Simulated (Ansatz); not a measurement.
Take SnS$_{2}$ in the CdI2 type structure (space group P-3m1, No. 164; a = 3.626 Å, c = 5.573 Å; layered, stacked along the Cartesian z axis) as the base.

Now apply this change: a free-standing slab of 3 layers (9 atoms, 3 a layer) is cut normal to the stacking axis, with 15 Å of vacuum and the in-plane cell relaxed.

Levels (all Ansatz, an electronic-structure program, PAW): PBEsol-D3(BJ) (420 eV, no SOC); HSE06 (420 eV, without spin-orbit coupling).

The geometry is relaxed with PBEsol-D3(BJ).

| Quantity | Value |
|---|---|
| PBEsol-D3(BJ) lowest conduction level above the VBM at special points | M 1.32 eV; K 1.81 eV; Γ 1.99 eV |

How does going to HSE06 change the lowest conduction level above the VBM at special points?

The lowest conduction level above the VBM at special points changes from M 1.32 eV; K 1.81 eV; Γ 1.99 eV to M 2.25 eV; K 2.79 eV; Γ 3.03 eV.

Single points use the geometry relaxed with PBEsol-D3(BJ). HSE06 was sampled on its mesh, a few special points and the semilocal edge points, so its gap is an upper bound. The levels and masses belong to the bands next to the band gap. No phonon test of stability was made.
